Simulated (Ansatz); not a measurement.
C11b MoSi2, relaxed in Ansatz (plane waves) with several semilocal functionals. Each gives its own volume and its own bulk modulus:

```csv
level,V0 (Å³/atom),bulk modulus (GPa),ln V0,ln B0
PBEsol-D3(BJ),12.877,235,2.5554,5.4596
LDA,13.060,225,2.5696,5.4161
PBEsol,13.266,219,2.5852,5.3891
PBE,13.579,204,2.6085,5.3181
rVV10,13.736,195,2.6200,5.2730
RPBE,13.751,198,2.6211,5.2883
```

Problem. Fit a straight line to ln B0 against ln V0. What does it predict for r²SCAN, whose volume is 13.358 Å³/atom?

Solution. With x = ln V0 and y = ln B0: means 2.59330 and 5.35737; Σ(Δx Δy) = -0.0103, Σ(Δx²) = 0.00378, so the slope is -2.72. At x = 2.5921 the line gives y = 5.35737 + (-2.72) × (2.5921 − 2.59330) = 5.3606, or 213 GPa. The run with r²SCAN gives 217 GPa, +1.9 % from the line. The rows used scatter about it by up to 1.2 %, while the largest value lies 21 % above the smallest. For comparison, PBE's own equation of state has B′ = 4.5, the slope −d ln B/d ln V at a fixed functional.

Measured: 222 ± 2 GPa (measured, room temperature, no zero-point or thermal correction, B' = 4; as tabulated in Structural stability of MoSi2 and Mo5Si3 under high pressure, Chin. Phys. B 26 …).

Ansatz's density-functional and Hartree–Fock values are scalar-relativistic unless marked +SOC, with PAW data made under PBE.

Ansatz is a program for electronic structure.
